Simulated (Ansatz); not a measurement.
## rock-salt TaN (0 0 1) on diamond (1 1 1) (film strained to the substrate, faces as cut)

A periodic stack without vacuum, rock-salt TaN (0 0 1) on diamond (1 1 1) (film strained to the substrate, faces as cut): substrate slab C70, film N18Ta18, surface cells [[1, -2], [2, 1]] and [[0, -1], [3, 2]], film strained by -4.7 and -1.0 %, faces C/C and NTa/NTa as cut (like faces can put a slab off its formula).

The start was prepared with a machine-learned potential, and the result is one local minimum, with the in-plane cell held and forces under 0.04 eV/Å; the film can end far from its bulk form.

Computed with PBE (plane waves to 420 eV, PAW; Ansatz, an electronic-structure program). Spin–orbit coupling is left out; the runs are not spin-polarised; PBE gaps are too small against experiment. Its k-point mesh 6×4×1, Fermi–Dirac width 0.05 eV.

The interface area is 27.6 Å². The period comes out as 29.00 Å and the gaps between the outermost planes at the two interfaces is 1.90 and 1.90 Å. The C–Ta contacts across the interfaces within 1.22 times the sum of covalent radii is 26, mean 2.56 Å and the hole barrier (PBE) is 0.31 eV. The electron barrier (PBE) comes out as 3.82 eV.

```yaml
crystal:
  lattice:
    - [4.37423, 0.00002, 0.00921]
    - [-2.18708, 6.31359, -0.03330]
    - [-1.03338, 2.39451, 28.99197]
  atoms:
    - { symbol: C, position: [0.57525, 0.11609, 0.05932] }
    - { symbol: C, position: [0.17544, 0.31823, 0.05929] }
    - { symbol: C, position: [0.78168, 0.51818, 0.06026] }
    - { symbol: C, position: [0.38262, 0.71659, 0.06107] }
    - { symbol: C, position: [0.98100, 0.91568, 0.06020] }
    - { symbol: C, position: [0.44567, 0.52339, 0.04214] }
    - { symbol: C, position: [0.05417, 0.72279, 0.04366] }
    - { symbol: C, position: [0.64677, 0.92248, 0.04217] }
    - { symbol: C, position: [0.24052, 0.12524, 0.04255] }
    - { symbol: C, position: [0.83839, 0.32191, 0.04282] }
    - { symbol: C, position: [0.71594, 0.69129, 0.13197] }
    - { symbol: C, position: [0.31505, 0.89129, 0.13170] }
    - { symbol: C, position: [0.91410, 0.09165, 0.13133] }
    - { symbol: C, position: [0.51376, 0.29121, 0.13131] }
    - { symbol: C, position: [0.11486, 0.49127, 0.13167] }
    - { symbol: C, position: [0.57872, 0.09668, 0.11360] }
    - { symbol: C, position: [0.17955, 0.29862, 0.11358] }
    - { symbol: C, position: [0.78062, 0.49796, 0.11414] }
    - { symbol: C, position: [0.38356, 0.69742, 0.11454] }
    - { symbol: C, position: [0.98094, 0.89756, 0.11415] }
    - { symbol: C, position: [0.85099, 0.26578, 0.20270] }
    - { symbol: C, position: [0.45121, 0.46565, 0.20278] }
    - { symbol: C, position: [0.05144, 0.66578, 0.20288] }
    - { symbol: C, position: [0.65141, 0.86601, 0.20280] }
    - { symbol: C, position: [0.25107, 0.06591, 0.20270] }
    - { symbol: C, position: [0.71773, 0.67219, 0.18523] }
    - { symbol: C, position: [0.31722, 0.87216, 0.18509] }
    - { symbol: C, position: [0.91689, 0.07241, 0.18489] }
    - { symbol: C, position: [0.51669, 0.27203, 0.18487] }
    - { symbol: C, position: [0.11716, 0.47214, 0.18506] }
    - { symbol: C, position: [0.98765, 0.84048, 0.27388] }
    - { symbol: C, position: [0.58768, 0.04039, 0.27390] }
    - { symbol: C, position: [0.18759, 0.24024, 0.27389] }
    - { symbol: C, position: [0.78749, 0.44014, 0.27386] }
    - { symbol: C, position: [0.38751, 0.64034, 0.27383] }
    - { symbol: C, position: [0.85340, 0.24662, 0.25609] }
    - { symbol: C, position: [0.45343, 0.44653, 0.25611] }
    - { symbol: C, position: [0.05356, 0.64667, 0.25615] }
    - { symbol: C, position: [0.65360, 0.84686, 0.25612] }
    - { symbol: C, position: [0.25349, 0.04677, 0.25610] }
    - { symbol: C, position: [0.12387, 0.41485, 0.34489] }
    - { symbol: C, position: [0.72334, 0.61480, 0.34476] }
    - { symbol: C, position: [0.32392, 0.81488, 0.34492] }
    - { symbol: C, position: [0.92439, 0.01500, 0.34512] }
    - { symbol: C, position: [0.52419, 0.21461, 0.34509] }
    - { symbol: C, position: [0.98987, 0.82136, 0.32721] }
    - { symbol: C, position: [0.59009, 0.02124, 0.32729] }
    - { symbol: C, position: [0.19001, 0.22110, 0.32728] }
    - { symbol: C, position: [0.78967, 0.42100, 0.32718] }
    - { symbol: C, position: [0.38963, 0.62123, 0.32711] }
    - { symbol: C, position: [0.26156, 0.98848, 0.41641] }
    - { symbol: C, position: [0.86236, 0.19039, 0.41638] }
    - { symbol: C, position: [0.46009, 0.38945, 0.41583] }
    - { symbol: C, position: [0.05754, 0.58964, 0.41544] }
    - { symbol: C, position: [0.66051, 0.78904, 0.41583] }
    - { symbol: C, position: [0.12601, 0.39574, 0.39828] }
    - { symbol: C, position: [0.72514, 0.59573, 0.39800] }
    - { symbol: C, position: [0.32624, 0.79579, 0.39832] }
    - { symbol: C, position: [0.92734, 0.99584, 0.39867] }
    - { symbol: C, position: [0.52697, 0.19539, 0.39865] }
    - { symbol: C, position: [0.38694, 0.56430, 0.48632] }
    - { symbol: C, position: [0.99560, 0.76385, 0.48783] }
    - { symbol: C, position: [0.60270, 0.96501, 0.48713] }
    - { symbol: C, position: [0.20047, 0.16174, 0.48748] }
    - { symbol: C, position: [0.79415, 0.36470, 0.48782] }
    - { symbol: C, position: [0.26578, 0.96889, 0.47069] }
    - { symbol: C, position: [0.86576, 0.17097, 0.47067] }
    - { symbol: C, position: [0.46003, 0.37138, 0.46980] }
    - { symbol: C, position: [0.05846, 0.57047, 0.46891] }
    - { symbol: C, position: [0.65948, 0.76888, 0.46970] }
    - { symbol: N, position: [0.46638, 0.18999, 0.63694] }
    - { symbol: N, position: [0.13290, 0.52440, 0.63578] }
    - { symbol: N, position: [0.79999, 0.85727, 0.63734] }
    - { symbol: N, position: [0.96359, 0.20712, 0.57467] }
    - { symbol: N, position: [0.62141, 0.54641, 0.57518] }
    - { symbol: N, position: [0.30538, 0.88432, 0.57430] }
    - { symbol: N, position: [0.47256, 0.13254, 0.79729] }
    - { symbol: N, position: [0.13955, 0.46755, 0.79719] }
    - { symbol: N, position: [0.80671, 0.80053, 0.79736] }
    - { symbol: N, position: [0.96986, 0.15745, 0.73271] }
    - { symbol: N, position: [0.63585, 0.48973, 0.73261] }
    - { symbol: N, position: [0.30290, 0.82249, 0.73272] }
    - { symbol: N, position: [0.47886, 0.08259, 0.95534] }
    - { symbol: N, position: [0.13728, 0.40532, 0.95564] }
    - { symbol: N, position: [0.82126, 0.74349, 0.95476] }
    - { symbol: N, position: [0.97623, 0.09982, 0.89300] }
    - { symbol: N, position: [0.64255, 0.43260, 0.89266] }
    - { symbol: N, position: [0.30973, 0.76550, 0.89420] }
    - { symbol: Ta, position: [0.96750, 0.18729, 0.64923] }
    - { symbol: Ta, position: [0.63401, 0.51906, 0.64975] }
    - { symbol: Ta, position: [0.29979, 0.85179, 0.64908] }
    - { symbol: Ta, position: [0.46567, 0.22518, 0.55663] }
    - { symbol: Ta, position: [0.12018, 0.55264, 0.55316] }
    - { symbol: Ta, position: [0.79649, 0.88067, 0.55641] }
    - { symbol: Ta, position: [0.97412, 0.13028, 0.80992] }
    - { symbol: Ta, position: [0.63930, 0.46143, 0.80981] }
    - { symbol: Ta, position: [0.30731, 0.79534, 0.80996] }
    - { symbol: Ta, position: [0.46843, 0.15992, 0.72006] }
    - { symbol: Ta, position: [0.13512, 0.49456, 0.71998] }
    - { symbol: Ta, position: [0.80328, 0.82873, 0.72014] }
    - { symbol: Ta, position: [0.97669, 0.06453, 0.97337] }
    - { symbol: Ta, position: [0.64666, 0.40917, 0.97355] }
    - { symbol: Ta, position: [0.32241, 0.73693, 0.97680] }
    - { symbol: Ta, position: [0.47520, 0.10262, 0.88074] }
    - { symbol: Ta, position: [0.14281, 0.43807, 0.88089] }
    - { symbol: Ta, position: [0.80855, 0.77082, 0.88019] }
```
